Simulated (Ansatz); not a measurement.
# Effective masses and thermopower of LiCl (Fm-3m)

```
LiCl
1.0
    0.00000     2.53208     2.53208
    2.53208     0.00000     2.53208
    2.53208     2.53208     0.00000
Li Cl
1 1
Direct
  0.00000   0.00000   0.00000
  0.50000   0.50000   0.50000
```

Level of theory: r2SCAN, rigid bands (plane waves, PAW, scalar-relativistic; Ansatz, an electronic-structure program). Condition of this run: functional r2SCAN on the same cell. Geometry: cell and atoms relaxed with PBEsol.

```
Item                                                                                                                                                           Result
---------------------------------------------------------------------------------------------------------------------------------------  ----------------------------
band gap                                                                                                                                                      7.47 eV
electron conductivity mass (300 K, dilute)                                                                                                                    0.48 mₑ
hole conductivity mass (300 K, dilute)                                                                                                                        1.74 mₑ
effective density of states N_c (300 K)                                                                                                                   9.4e18 cm⁻³
effective density of states N_v (300 K)                                                                                                                   8.3e20 cm⁻³
density-of-states mass, electrons                                                                                                                             0.52 mₑ
density-of-states mass, holes                                                                                                                                 10.3 mₑ
Seebeck coefficient, n-type 1e19 cm⁻³, 300 K                                                                                                                -256 μV/K
best n-type power factor at 300 K for τ = 10 fs (best axis; densities from 1e16 to 1e21 cm⁻³ tried, whether or not they can be reached)  14.6 μW/(cm·K²) at 3e20 cm⁻³
Seebeck coefficient, p-type 1e19 cm⁻³, 300 K                                                                                                                 565 μV/K
```

Rigid bands; masses and Seebeck coefficients take one relaxation time τ for all states and one kind of carrier; polarons and phonon drag are left out. Spin-orbit coupling is left out; where it splits the top of the valence band, N_v and the p-type Seebeck coefficient come out somewhat high without it. Geometry: cell and atoms relaxed with PBEsol.
